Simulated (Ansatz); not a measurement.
**BN: tensor shear ε_xy = +2.00 %**

Start from BN in the zinc blende structure (space group F-43m, No. 216; a = 3.610 Å). Axes: x, y, z lie along the cube axes.

One thing is altered: a pure shear with ε_xy = ε_yx = 0.0200; the atoms relax in the strained cell.

Level of theory: r2SCAN in Ansatz (plane waves to 500 eV, PAW, spin-orbit coupling left out). Γ-centred 16×16×16 mesh, Fermi–Dirac width 0.05 eV.

Shortest interatomic distance: 1.543 Å (base 1.563 Å)
Energy relative to the base (free energy F): +14 meV/atom
Pressure (mean of the normal stresses, compression positive): 7.3 kbar (base 0.0 kbar)
Band gap: 4.80 eV (base 5.00 eV)
Gap character: indirect, Γ → X
Smallest direct gap: 8.96 eV (base 9.59 eV)
Valence-band top at Γ (three highest levels, from the VBM): 0.00, -0.12, -0.19 eV (base 0.00, 0.00, 0.00 eV)
Valley order (the lowest conduction-band minima on the path, energy above the VBM, named in the base's zone): X along [001] 4.80 eV; X along [010] 4.91 eV (base X along ⟨100⟩ 5.00 eV)
Stress (xx, yy, zz, yz, xz, xy; compression positive): (1.01, 1.01, 0.16, 0.00, 0.00, -18.73) GPa

Final structure:

```xyz
2
Lattice="0.0361 1.8049 1.8049 1.8049 0.0361 1.8049 1.8410 1.8410 0.0000" Properties=species:S:1:pos:R:3 pbc="T T T"
B      0.0000     0.0000     0.0007
N      0.9205     0.9205     0.9018
```

Stability against distortions was not tested. Labels are those of the standard path for the cell's own space group.

Ansatz is a first-principles code.
